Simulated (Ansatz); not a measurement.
# HfSi₂ (model structure, from the fluorite type, Fm-3m, No. 225): properties by level of theory

```csv
level (code),lattice constant a (Å),enthalpy of formation (eV/atom)
PBE (Ansatz),(withheld),0.247
PBEsol (Ansatz),6.184,(withheld)
PBE-D3(BJ) (Ansatz),6.186,(withheld)
```

**Question.** Some entries are withheld; supply them.

**Answer.** 
- PBE (Ansatz, a program for electronic structure), lattice constant a (Å): 6.263
- PBEsol (Ansatz), enthalpy of formation (eV/atom): 0.207
- PBE-D3(BJ) (Ansatz), enthalpy of formation (eV/atom): 0.235

Ansatz's density-functional and Hartree–Fock values are scalar-relativistic unless marked +SOC, with PAW data made under PBE.

Static lattice: no zero-point or thermal effects.

A model structure was made by putting elements into a prototype or built by hand; it is no filed structure, need not be a known phase, and can be a saddle point held by its symmetry.
